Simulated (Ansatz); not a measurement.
# A computed series for SrTiO3: pressure series

Consider SrTiO3 in the cubic perovskite structure (space group Pm-3m, No. 221; a = 3.854 Å).

Cell and atoms are relaxed at each pressure.

Computed with Kohn–Sham DFT with the LDA functional, run in Ansatz (a quantum-chemistry and plane-wave program) with PAW and 420 eV plane waves, scalar-relativistic without spin-orbit coupling.

```csv
P (GPa),V (Å³/atom)
-2.00,11.567
-1.00,11.508
0.29,11.434
0.68,11.412
1.50,11.367
3.00,11.287
5.00,11.184
7.50,11.063
10.00,10.948
```

Q: Fit a third-order Birch–Murnaghan equation of state.

A: Least squares on P(V) = (3B₀/2)[(V₀/V)^(7/3) − (V₀/V)^(5/3)]·[1 + (3/4)(B₀′ − 4)((V₀/V)^(2/3) − 1)] gives V₀ = 11.45 Å³/atom, B₀ = 202 GPa and B₀′ = 4.4.

Measured bulk modulus of SrTiO3: 172.1 GPa (room temperature; as listed in Mael Guennou et al., Physical Review B (2010)); the computed value is for a static lattice, so the two differ by thermal effects too.

Between the base and pressure 10 GPa the gap moves from 1.85 eV to 1.93 eV, a mean slope of 7.5 meV/GPa.

Load acts through the strain it causes; cell and atoms are relaxed under it. Stability against distortions was not tested. No other phases were tried under pressure. The final runs are not spin-polarised. Many cubic perovskites are stable only at high temperature; tilts and polar distortions were not tested.
